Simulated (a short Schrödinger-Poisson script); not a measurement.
**Gated Al0.4Ga0.6N/GaN polarisation-induced gas**

System: gated Al0.4Ga0.6N/GaN polarisation-induced gas, at 300 K.

| layer | material | thickness (nm) | Na (cm⁻³) |
|---|---|---|---|
| 1 | Al0.4Ga0.6N | 10 | - |
| 2 | GaN | 6000 | 7e14 |

Constants are typed, rounded textbook-type inputs, not results; the design itself was drawn at random and stands for no fabricated device. Al0.4Ga0.6N: permittivity 9.26, conduction-band edge (eV) 0.58, gap (eV) 4.258, electron mass (mₑ) 0.248, Nv at 300 K (cm⁻³) 4.6e19. GaN: permittivity 9.5, conduction-band edge (eV) 0, gap (eV) 3.43, Nv at 300 K (cm⁻³) 4.6e19.

Channel valleys (confinement mass, in-plane density-of-states mass, number): Γ 0.2, 0.2, 1. At the gate the conduction-band edge of layer 1 lies 1.16 eV − eVg above the Fermi level of the channel; the field vanishes at the back. Sheet of polarisation charge: +2e13 e/cm² at 10 nm from the gate. The barrier under the gate holds no holes. Gaps are held at their typed values at every temperature. Mesh 0.08 nm at interfaces.

Solved with a short Schrödinger-Poisson script written for these runs: 1D Poisson equation in equilibrium, electrons quantum, Hartree (BenDaniel-Duke, 40 states a valley, the channel's in-plane mass for all, wave functions free to enter the barrier), parabolic valleys, classical holes, full ionisation, no traps, pinning or gate leakage.

```tsv
Vg (V)	electrons (cm⁻²)	in the channel layer	C (μF/cm²)	Γ E0 (meV)	Γ E1 (meV)
0.5	1.69e13	1.55e13	0.760	-173.4	-8.2
0.25	1.57e13	1.46e13	0.755	-161.8	-4.2
0	1.45e13	1.36e13	0.751	-150.2	-0.2
-0.25	1.34e13	1.26e13	0.746	-138.4	3.8
-0.5	1.22e13	1.16e13	0.742	-126.5	7.8
-0.75	1.10e13	1.05e13	0.738	-114.5	11.8
-1	9.89e12	9.48e12	0.734	-102.4	15.9
-1.25	8.75e12	8.44e12	0.729	-90.2	20.1
-1.5	7.62e12	7.38e12	0.723	-77.7	24.5
-1.75	6.49e12	6.33e12	0.716	-65.0	28.9
-2	5.38e12	5.27e12	0.708	-51.8	33.7
-2.25	4.29e12	4.22e12	0.697	-37.9	38.8
-2.5	3.21e12	3.17e12	0.681	-22.7	44.7
-2.75	2.17e12	2.15e12	0.656	-5.0	52.2
-3	1.18e12	1.17e12	0.607	18.4	63.7
-3.25	3.19e11	3.18e11	0.457	61.3	91.3
-3.5	7.36e8	7.35e8	0.00851	225.6	245.5
```

Gate voltages with under 1e6 electrons/cm² are left out.

Subbands count from the Fermi level.
